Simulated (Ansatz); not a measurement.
## PbO: stress against strain

PbO (litharge, P4/nmm, 20.318 Å³/atom at rest, c along z) under a strain ε along c (axis z), the other axes held. PBE-D3(BJ) in Ansatz, a plane-wave DFT program (PAW, default set), 420 eV, 8×8×7 Γ-centred mesh, Fermi-Dirac smearing 0.05 eV; ions are relaxed within the symmetry of each cell. Stress is positive for a compressed cell.

Here s stands for strain and y for stress zz.

```
strain (%)  stress zz (GPa)
----------  ---------------
-3.00                     ?
-1.20                  0.28
-0.60                  0.14
0.00                   0.00
0.60                  -0.12
1.20                  -0.23
```

Fit y against s with a straight line, and predict the withheld value at s = -3.00.

Means: s 0, y 0.014. About the means, the sum of products is -0.76800 and the sum of squares of s is 3.6000; the slope is their ratio. Least squares gives y = 0.014 - 0.2133·s. Residuals (row less fit): 0.010, -0.002, -0.014, -0.006, 0.012; standard error 0.013 (degrees of freedom: 3). The slope gives the elastic constant C33 = 21 ± 0.7 GPa. At the withheld row, y = 0.014 - 0.2133 × (-3.0) = 0.654 GPa. The calculation gives 0.74 GPa, 0.086 GPa above the prediction (8.9 % of the range of y in the table). The row lies outside the fitted rows, so this is an extrapolation. From the scatter of the fitted rows alone, a prediction at this place has a standard error of 0.024 GPa, so the miss is 3.6 times that.

One order more, fitted to all 11 runs of the series, follows each within 0.01, so the miss is the next term of a smooth law. Rows are the converged runs of the series near zero and its far end; series whose fitted rows scatter by over a few per cent of the range, as at a crossing or softening among them, aren't shown in this form. Most that stay on the fit to the last digits aren't either.
